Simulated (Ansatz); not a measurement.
## A computed series for hypothetical Pm-3m VN: pressure series

The reference is VN (space group Pm-3m, No. 221; a = 3.9012 Å; a hypothetical phase, not in the database extracts checked).

Cell and atoms are relaxed at each pressure.

The values are results of DFT with PBEsol, PAW potentials and a 420 eV plane-wave cutoff in Ansatz (an electronic-structure program), no SOC, not measurements.

```json
[
 {"P (GPa)": "-2.00", "V (Å³/atom)": "9.965"},
 {"P (GPa)": "-1.00", "V (Å³/atom)": "9.930"},
 {"P (GPa)": "0.29", "V (Å³/atom)": "9.885"},
 {"P (GPa)": "0.69", "V (Å³/atom)": "9.872"},
 {"P (GPa)": "1.49", "V (Å³/atom)": "9.845"},
 {"P (GPa)": "3.00", "V (Å³/atom)": "9.795"},
 {"P (GPa)": "5.00", "V (Å³/atom)": "9.731"},
 {"P (GPa)": "7.50", "V (Å³/atom)": "9.654"},
 {"P (GPa)": "10.00", "V (Å³/atom)": "9.580"}
]
```

Task: Fit a third-order Birch–Murnaghan equation of state.

Result: Least squares on P(V) = (3B₀/2)[(V₀/V)^(7/3) − (V₀/V)^(5/3)]·[1 + (3/4)(B₀′ − 4)((V₀/V)^(2/3) − 1)] gives V₀ = 9.90 Å³/atom, B₀ = 288 GPa and B₀′ = 4.2.

Load acts through the strain it causes; cell and atoms are relaxed under it. No phonon test of stability was made. No other phases were tried under pressure. Seeded moments were not kept for the base. All final runs are without spin polarisation.
